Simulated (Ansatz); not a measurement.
## A computed series for Zr: response to strain

The reference is Zr in the hcp (Mg type) structure (space group P6_3/mmc, No. 194; relaxed with 0.1 eV smearing).

```yaml
crystal:
  lattice:
    - [3.24432, 0.00000, 0.00000]
    - [-1.62216, 2.80966, 0.00000]
    - [0.00000, 0.00000, 5.15800]
  atoms:
    - { symbol: Zr, position: [0.66667, 0.33333, 0.75000] }
    - { symbol: Zr, position: [0.33333, 0.66667, 0.25000] }
```

Strains are applied to the cell and any free atomic positions relax.

Computed with Kohn–Sham DFT with the r2SCAN functional, run in Ansatz (a program for electronic structure) with PAW and 500 eV plane waves, no SOC.

Notes on the quantities. pressure: mean of the normal stresses, compression positive.

| isotropic strain (%) | pressure (GPa) |
|---|---|
| -3 | 10.0 |
| -2.5 | 8.1 |
| -2 | ? |
| -1.5 | 4.6 |
| -1 | 3.0 |
| -0.5 | 1.5 |
| 0 | 0.0 |

Task: Fit P = P₀ − Bδ + Cδ² with δ = (1 + ε)³ − 1 to the rows shown and predict the withheld row.

Result: Least squares on the printed values gives P₀ = 0.0 GPa, B = 92.8 GPa (at held cell shape), C = 243 GPa (largest residual 0.0 GPa); this predicts 6.3 GPa, and the run gives 6.3 GPa, in agreement.

Stability against distortions was not tested. The final runs are not spin-polarised.
